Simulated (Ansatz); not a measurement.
**AlB2-type HfB₂**

These are LDA in Ansatz (plane waves, PAW) values and carry that method's errors.

Run with plane-wave cutoff 520 eV, 18×18×12 k mesh (along the axes of the cell as run), Fermi–Dirac smearing 0.1 eV, perturbation theory, force constants from a 6×6×4 q mesh, scalar-relativistic PAW data made under PBE.

Cell: relaxed at this level.

```json
{
 "zero_point_energy": "0.091 eV/atom"
}
```

Spin–orbit coupling is not included.

Cost on a shared machine: very roughly 2.4 core-hours.

Ansatz is a quantum-chemistry and plane-wave program.
